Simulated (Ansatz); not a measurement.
Evanescent states of Si (Fd-3m, diamond, 2 atoms a cell, 20.2 Å³ an atom) along the normal of (111)

Calculation: r2SCAN (plane waves, PAW; Ansatz, an electronic-structure program).

The gap is the functional's own, uncorrected, and κ follows it; spin-orbit coupling is left out. Mid-gap means the computed energy nearest the middle.

Energies count from the valence-band top; κ is the least over a 12×12 mesh across the current.

| E (eV) | κ (1/Å) | where |
|---|---|---|
| 0.03 | 0.027 | Γ |
| 0.09 | 0.047 | Γ |
| 0.15 | 0.060 | Γ |
| 0.21 | 0.070 | Γ |
| 0.27 | 0.078 | Γ |
| 0.33 | 0.086 | Γ |
| 0.39 | 0.092 | Γ |
| 0.45 | 0.098 | Γ |
| 0.51 | 0.103 | Γ |
| 0.57 | 0.108 | off Γ |
| 0.63 | 0.092 | off Γ |
| 0.69 | 0.071 | off Γ |
| 0.75 | 0.037 | off Γ |

**Question.** How thick must the barrier be to attenuate the transmission by 10^8 when the electrodes' Fermi level lies at 0.15 eV, and what attenuation does that film give at 0.21 eV?

**Answer.** d = 8 ln 10 / (2 × 0.060) = 153.5 Å. At 0.21 eV it gives 8 × 0.070/0.060 = 9.3 decades.
